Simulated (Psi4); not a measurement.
Psi4 1.11, unrestricted TPSS/def2-svp: Mn(Br)(k2OAc) (CC1[O][Mn]([Br])<-[O]=1), charge 0, multiplicity 6, 9 atoms. The geometry is a generated start, not checked to be a minimum at this level.

task: energy
method: tpss
basis: def2-svp
memory: 3 GB
maxiter: 100
keys of the molecule block: symmetry c1
scf_type: df (default)
guess: auto, which took SAD (default)
scf_initial_accelerator: adiis (default)
e_convergence: 1e-06 (default)
d_convergence: 1e-06 (default)
dft_radial_points: 75 (default)
dft_spherical_points: 302 (default)
basis functions: 134
grid points: 193875

```xyz
9

Mn    -0.3874     1.7698    -1.1987
Br    -0.6237     3.1836    -2.8731
C      0.2124    -1.1414     1.0862
C      0.0495    -0.1354    -0.0149
O     -1.0500    -0.0488    -0.6322
O      1.0234     0.5899    -0.3604
H      0.9927    -0.8327     1.7763
H     -0.7308    -1.3067     1.6004
H      0.5139    -2.0784     0.6165
```

Charge 0 and multiplicity 6 are set for this test and not shown to be the ground state.

One run each on 2 threads. Values of diis_max_vecs tried: 3, 6, 10 (default), 20.

Q: Which value of diis_max_vecs needs the fewest SCF iterations, and what happens away from it?

A: Fewest SCF iterations: 10 (default) with 27. The count rises to 60 at 3. All converge to one solution.

```json
[
 {"diis_max_vecs": "3", "SCF iterations": "60", "end": "same solution"},
 {"diis_max_vecs": "6", "SCF iterations": "41", "end": "same solution"},
 {"diis_max_vecs": "10 (default)", "SCF iterations": "27", "end": "same solution"},
 {"diis_max_vecs": "20", "SCF iterations": "41", "end": "same solution"}
]
```
